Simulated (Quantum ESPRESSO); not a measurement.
**Quick settings and what they miss: Na3Ca (Pm-3m, 4 atoms in the cell)**

Self-consistent single point.

```
Na3Ca
1.0
    5.44245     0.00000     0.00000
    0.00000     5.44245     0.00000
    0.00000     0.00000     5.44245
Na Ca
3 1
Direct
  0.00000   0.50000   0.50000
  0.50000   0.00000   0.50000
  0.50000   0.50000   0.00000
  0.00000   0.00000   0.00000
```

Method of the run: PBEsol, GBRV 1.5 ultrasoft (PBESOL) pseudopotentials (plane waves; Quantum ESPRESSO).

Base settings: ecutwfc = 40 Ry; ecutrho = 200 Ry; occupations = smearing; smearing = marzari-vanderbilt; degauss = 0.0036749 Ry; potentials = {Na: na_pbesol_v1.5.uspp.F.UPF, Ca: ca_pbesol_v1.uspp.F.UPF}; K_POINTS = automatic 4 4 4 0 0 0; conv_thr = 1e-08 Ry.

Tight run (finer mesh or higher cutoff; not a proven limit): ecutwfc: 40 Ry → 56 Ry; ecutrho: 200 Ry → 280 Ry; conv_thr: 1e-08 Ry → 7.3e-11 Ry; K_POINTS: automatic 4 4 4 0 0 0 → automatic 6 6 6 0 0 0. It gave Fermi level (on the code's own zero) 2.30 eV; pressure -0.63 GPa.

Quick runs, as changes from the base:
- A: the base itself
- B: ecutwfc: 40 Ry → 20 Ry; ecutrho: 200 Ry → 100 Ry; K_POINTS: automatic 4 4 4 0 0 0 → automatic 2 2 2 0 0 0
- C: ecutwfc: 40 Ry → 24 Ry; ecutrho: 200 Ry → 120 Ry; smearing: marzari-vanderbilt → fermi-dirac; degauss: 0.0036749 Ry → 0.0099958 Ry; K_POINTS: automatic 4 4 4 0 0 0 → automatic 1 1 1 0 0 0
- D: smearing: marzari-vanderbilt → fermi-dirac; degauss: 0.0036749 Ry → 0.036749 Ry; K_POINTS: automatic 4 4 4 0 0 0 → automatic 4 4 4 1 1 1
- E: ecutwfc: 40 Ry → 28 Ry; ecutrho: 200 Ry → 140 Ry; smearing: marzari-vanderbilt → methfessel-paxton; degauss: 0.0036749 Ry → 0.019992 Ry
- F: ecutwfc: 40 Ry → 20 Ry; ecutrho: 200 Ry → 100 Ry; smearing: marzari-vanderbilt → methfessel-paxton; degauss: 0.0036749 Ry → 0.019992 Ry; conv_thr: 1e-08 Ry → 7.3e-05 Ry

Energies are extrapolated to zero smearing width, which holds to low order in the width alone (under cold and Methfessel-Paxton smearing the free energy itself is taken).

The count of work is k-points × plane waves × bands × iterations; it is no time. 

The starting cell comes from a database of computed structures (which also holds hypothetical and non-ambient phases and stackings), without a prior relaxation at this level. Its lattice was rescaled by a random factor within 2.5 % of one.

```csv
run,energy less tight (meV/atom),pressure less tight (GPa),count of work / tight
A,-1.7,-0.04,0.20
B,3604.8,-67.21,0.042
C,1502.0,-24.75,0.018
D,-18.5,0.41,0.11
E,185.9,-6.08,0.14
F,3726.9,-68.61,0.048
```

Among the runs at the tight run's level, the energy misses run from 1.7 to 3726.9 meV/atom.
